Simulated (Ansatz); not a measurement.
Ansatz (a program for electronic structure) run on Au (P-1, 2 atoms in the cell): relaxation of cell and atoms.

Method of the run: LDA (PW92), default PAW files made with PBE (plane waves; Ansatz).

The change in words: atoms on their sites; basis.ecutwfc: 30.9 Ry → 15.4 Ry; relax: default → cell and atoms. Reference geometry:
```
CELL_PARAMETERS angstrom
      2.82957     0.00000     0.00000
     -0.01302     2.83428     0.00000
     -1.14359    -1.19134     4.94864
ATOMIC_POSITIONS crystal
  Au 0.33124 0.33829 0.73604
  Au 0.67286 0.66596 0.27406
```

Reference input (self-consistent single point, DFT, LDA (PW92), plane waves, default PAW files made with PBE): basis.ecutwfc = 30.9 Ry; kpoints.mp_grid.grid = 8 8 5; hamiltonian.xc = lda; hamiltonian.pseudopotentials = {kind: paw} (the program's default PAW files); scf.occupations.method = gaussian; scf.occupations.width = 0.0073 Ry. This run's input differs from it in these lines:

Ansatz 0.2 input:
```diff
@@ -6,6 +6,6 @@
   atoms:
-    - { symbol: Au, position: [0.331243, 0.338287, 0.736044] }
+    - { symbol: Au, position: [0.327140, 0.334040, 0.725940] }
     - { symbol: Au, position: [0.672860, 0.665960, 0.274060] }
 basis:
-  ecutwfc: 30.9 Ry
+  ecutwfc: 15.4 Ry
 kpoints:
@@ -17,2 +17,4 @@
   occupations: { method: gaussian, width: 0.0073 Ry }
+relax:
+  cell: {}
 output:
```

Output (repeated stretches shortened):

```
   [... SCF lines of the steps left out ...]
relax step   1: F+E_penalty+E_count = -25715.76947703 eV  Δ(F+E_penalty+E_count) = +0.000e0 eV  max|allowed force component| = 7.678e-1 eV/Å  Δτ_max = 0.0000 Å  P = -6.541 GPa  Ω = 39.687 Å³  (8 SCF iters, dr2 threshold 1.00e-7 eV, accepted)
relax step   2: F+E_penalty+E_count = -25721.63607564 eV  Δ(F+E_penalty+E_count) = -5.867e0 eV  max|allowed force component| = 1.131e0 eV/Å  Δτ_max = 0.1369 Å  P = +121.415 GPa  Ω = 35.895 Å³  energy of the carried Pulay correction = +7.275e0 eV  (6 [...]
   [... lines left out ...]
relax step 120: F+E_penalty+E_count = -25716.29234494 eV  Δ(F+E_penalty+E_count) = +2.019e-2 eV  max|allowed force component| = 3.237e-4 eV/Å  Δτ_max = 0.0003 Å  P = +0.004 GPa  Ω = 33.617 Å³  energy of the carried Pulay correction = +7.924e-2 eV  [...]
relax step 121: F+E_penalty+E_count = -25716.18491714 eV  Δ(F+E_penalty+E_count) = +1.074e-1 eV  max|allowed force component| = 3.254e-4 eV/Å  Δτ_max = 0.0000 Å  P = -0.547 GPa  Ω = 33.617 Å³  stress off target by 5.59e0 GPa  SCF on the basis [...]
basis re-selected at this cell: Δ(F+E_penalty+E_count) = +1.074e-1 eV, ΔP = -0.551 GPa vs the last step
   [... lines left out ...]
Free energy (F): -25716.184917 eV
Fermi energy:    20.493734 eV
Error: variable-cell relaxation did not converge after 121 `relax_step` rows, as none of its last 25 fresh-basis SCF(s) at a relaxed cell met both thresholds with a finite energy. The last misses `relax.cell.stress_tol`: largest allowed force component 3.25e-4 eV/Å (`relax.f_tol` 1.00e-2 eV/Å), stress off the target on the free part of the cell 5.59e0 GPa (`relax.cell.stress_tol` 5.00e-2 GPa), F+E_penalty+E_count -25716.18491714 eV. The closest is row 87, whose structure comes with this error. Larger ratio of force or stress to its threshold at each such SCF whose figures are numbers: 300.189, 299.538, 292.499, 238.834, 201.958, 190.109, 232.526, 215.587, 188.487, 143.214, [...]
   [... lines left out ...]
to start a new deck from the relaxed geometry:
  cell:  # Å, volume = 33.9412 Å³
    - [2.6797654973869762, -0.03815393648872441, 0.051566381245161684]
    - [-0.050548201912581234, 2.679946226328139, 0.05945667275291437]
    - [-0.976793296056366, -1.0067460602977985, 4.6855644978502164]
  atoms:
    - { symbol: Au, position: [0.25000338589022364, 0.2499996223081647, 0.7499992873733166] }
    - { symbol: Au, position: [0.7499966141097768, 0.7500003776918353, 0.2500007126266835] }
```

The relaxation ended unconverged.  The full log also holds: “iter 5 did not close the SCF: its close was put off for the readings that it lacked (scf_convergence_deferred on its scf_iter line)”. The full log also holds: “iter 5 did not close the SCF: its close was put off for the readings that it lacked (scf_convergence_deferred on its scf_iter line)”.

The starting cell comes from a database of computed structures (which also holds hypothetical and non-ambient phases and stackings), without a prior relaxation at this level. Its lattice was rescaled by up to half a per cent. The cutoff lies below the one recommended for these files.

Cost on one core of a shared machine: roughly 7 min.
